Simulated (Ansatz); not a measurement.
## CdS: response to strain

The parent structure is CdS in the zinc blende structure (space group F-43m, No. 216; a = 5.757 Å).

Strains are applied to the cell and any free atomic positions relax.

Level of theory: LDA, PAW, 420 eV (Ansatz, a first-principles code; without spin-orbit coupling).

Candidates:
(a) isotropic strain −0.50 %
(b) isotropic strain +3.00 %
(c) isotropic strain +2.00 %
(d) isotropic strain −3.00 %

Notes on the quantities. energy relative to the base: free energy F.

Order them by energy relative to the base, highest first.

(d) isotropic strain −3.00 % (+46 meV/atom), (b) isotropic strain +3.00 % (+37 meV/atom), (c) isotropic strain +2.00 % (+17 meV/atom), (a) isotropic strain −0.50 % (+1.2 meV/atom)

No phonon test of stability was made.
